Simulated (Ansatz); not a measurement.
# Pressure series in GaAs

The reference is GaAs in the zinc blende structure (space group F-43m, No. 216; a = 5.666 Å).

Cell and atoms are relaxed at each pressure.

Computed with r2SCAN, PAW, 500 eV (Ansatz, a program for electronic structure; scalar-relativistic without spin-orbit coupling), earlier PAW set.

Two rows of this table had their results exchanged by mistake.

```json
[
 {"pressure": "pressure −2 GPa", "volume per atom (Å³)": "23.41", "shortest distance (Å)": "2.477", "band gap": "0.73 eV"},
 {"pressure": "pressure −1 GPa", "volume per atom (Å³)": "23.06", "shortest distance (Å)": "2.465", "band gap": "0.86 eV"},
 {"pressure": "pressure 1.8 GPa", "volume per atom (Å³)": "22.20", "shortest distance (Å)": "2.434", "band gap": "1.16 eV"},
 {"pressure": "pressure 4.2 GPa", "volume per atom (Å³)": "21.59", "shortest distance (Å)": "2.412", "band gap": "1.39 eV"},
 {"pressure": "pressure 9 GPa", "volume per atom (Å³)": "20.59", "shortest distance (Å)": "2.374", "band gap": "1.56 eV"},
 {"pressure": "pressure 18 GPa", "volume per atom (Å³)": "19.19", "shortest distance (Å)": "2.319", "band gap": "1.41 eV"},
 {"pressure": "pressure 30 GPa", "volume per atom (Å³)": "15.75", "shortest distance (Å)": "2.171", "band gap": "0.85 eV"},
 {"pressure": "pressure 45 GPa", "volume per atom (Å³)": "16.66", "shortest distance (Å)": "2.212", "band gap": "1.03 eV"},
 {"pressure": "pressure 60 GPa", "volume per atom (Å³)": "17.86", "shortest distance (Å)": "2.264", "band gap": "1.23 eV"}
]
```

Question: Which two?

Answer: The rows for pressure 30 GPa and pressure 60 GPa: the volume has to fall steadily with pressure, so 17.86 Å³ belongs to pressure 30 GPa and 15.75 Å³ to pressure 60 GPa.

Load acts through the strain it causes; cell and atoms are relaxed under it. No phonon test of stability was made. Measured, GaAs leaves this structure (for a Cmcm phase) near 15 GPa (room temperature; as listed in arXiv:1906.07825).
